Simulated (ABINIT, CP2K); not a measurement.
A CP2K input for a self-consistent single point of KTlSe2 (I4/mcm, 8 atoms in the cell) (DFT LDA (Pade form), GPW, DZVP-MOLOPT-SR-GTH basis, GTH-PADE potentials (GTH_POTENTIALS)):

```
&GLOBAL
  PROJECT ktlse2
  RUN_TYPE ENERGY_FORCE
  PRINT_LEVEL MEDIUM
&END GLOBAL
&FORCE_EVAL
  METHOD Quickstep
  STRESS_TENSOR ANALYTICAL
  &DFT
    BASIS_SET_FILE_NAME BASIS_MOLOPT
    POTENTIAL_FILE_NAME GTH_POTENTIALS
    &QS
      METHOD GPW
      EPS_DEFAULT 1E-11
    &END QS
    &MGRID
      CUTOFF 500
      REL_CUTOFF 50
      NGRIDS 5
    &END MGRID
    &SCF
      SCF_GUESS ATOMIC
      EPS_SCF 1E-6
      MAX_SCF 100
      ADDED_MOS 12
      &DIAGONALIZATION
        ALGORITHM STANDARD
      &END DIAGONALIZATION
      &MIXING
        METHOD BROYDEN_MIXING
        ALPHA 0.4
        NBUFFER 10
        BETA 1
      &END MIXING
    &END SCF
    &KPOINTS
      SCHEME MONKHORST-PACK 3 3 3
    &END KPOINTS
    &XC
      &XC_FUNCTIONAL PADE
      &END XC_FUNCTIONAL
    &END XC
    &PRINT
      &MO
        EIGENVALUES T
        OCCUPATION_NUMBERS T
        NDIGITS 8
        FILENAME mo
        &EACH
          QS_SCF 0
        &END EACH
        ADD_LAST NUMERIC
      &END MO
      &MULLIKEN ON
      &END MULLIKEN
    &END PRINT
  &END DFT
  &SUBSYS
    &CELL
      A 6.76859600 0.00000000 0.00000000
      B -3.01064400 6.06217100 0.00000000
      C -1.87897600 -3.03108600 5.75290100
      PERIODIC XYZ
    &END CELL
    &COORD
      SCALED
      K        0.25000000     0.25000000     0.00000000
      K        0.75000000     0.75000000     0.00000000
      Tl       0.75000000     0.25000000     0.50000000
      Tl       0.25000000     0.75000000     0.50000000
      Se       0.67640000     0.17640000     0.85280000
      Se       0.32360000     0.82360000     0.14720000
      Se       0.17640000     0.32360000     0.50000000
      Se       0.82360000     0.67640000     0.50000000
    &END COORD
    &KIND K
      BASIS_SET DZVP-MOLOPT-SR-GTH
      POTENTIAL GTH-PADE-q9
    &END KIND
    &KIND Tl
      BASIS_SET DZVP-MOLOPT-SR-GTH
      POTENTIAL GTH-PADE-q13
    &END KIND
    &KIND Se
      BASIS_SET DZVP-MOLOPT-SR-GTH
      POTENTIAL GTH-PADE-q6
    &END KIND
  &END SUBSYS
  &PRINT
    &FORCES ON
    &END FORCES
    &STRESS_TENSOR ON
    &END STRESS_TENSOR
  &END PRINT
&END FORCE_EVAL
```

Q: Give the ABINIT input for the same structure, mesh, smearing and functional.

A: This is the input that was run; spellings and numerical settings could be chosen otherwise.

```
# KTlSe2, PseudoDojo nc-sr-04 LDA standard
pp_dirpath "./"
pseudos "K.upf, Tl.upf, Se.upf"
acell 6.7685963811 6.7685963811 6.7685963811 Angstrom
rprim
        -0.6009983121    0.6009983121    0.5268795477
         0.6009983121   -0.6009983121    0.5268795477
         0.6009983121    0.6009983121   -0.5268795477
natom 8
ntypat 3
znucl 19 81 34
typat 1 1 2 2 3 3 3 3
xcart
        -0.0000000000    0.0000000000    1.7831175000
        -0.0000000000    0.0000000000    5.3493525000
        -0.0000000000    4.0679150000    1.7831175000
         4.0679150000    0.0000000000    1.7831175000
         1.4351604120    5.5030754120    0.0000000000
         2.6327545880   -1.4351604120    3.5662350000
         2.6327545880    1.4351604120   -0.0000000000
         1.4351604120    2.6327545880    3.5662350000
      Angstrom
ecut 1170 eV
ixc 7
occopt 1
nband 58
kptopt 1
ngkpt 3 3 3
nshiftk 1
shiftk 0 0 0
nstep 50
toldfe 1.0e-09
diemac 12
prtwf 0
prtden 0
enunit 1
```

Basis settings and potentials, where a program has them, do not carry over. This input uses DFT, LDA (PW92), plane waves, norm-conserving pseudopotentials (PseudoDojo nc-sr-04 LDA standard). LDA parametrisations can differ slightly between programs.

The starting cell comes from a database of computed structures (which also holds hypothetical and non-ambient phases and stackings), without a prior relaxation at this level.
